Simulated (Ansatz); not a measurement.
**Lattice parameter a of ZnS (model structure, started from the beta GaS type, P6₃/mmc, No. 194, 8 atoms in the cell) at several levels of theory**

No measured value is used here.

```csv
level (code),value (Å)
PBE (Ansatz),?
PBEsol (Ansatz),3.856
PBE-D3(BJ) (Ansatz),3.876
```

### Question
Fill in the missing entries.

### Answer

- PBE (Ansatz, a first-principles code), value (Å): 3.922

Ansatz's density-functional and Hartree–Fock values are scalar-relativistic unless marked +SOC, with PAW data made under PBE.

A model structure was made by putting elements into a prototype or built by hand; it is no filed structure, need not be a known phase, and can be a saddle point held by its symmetry.
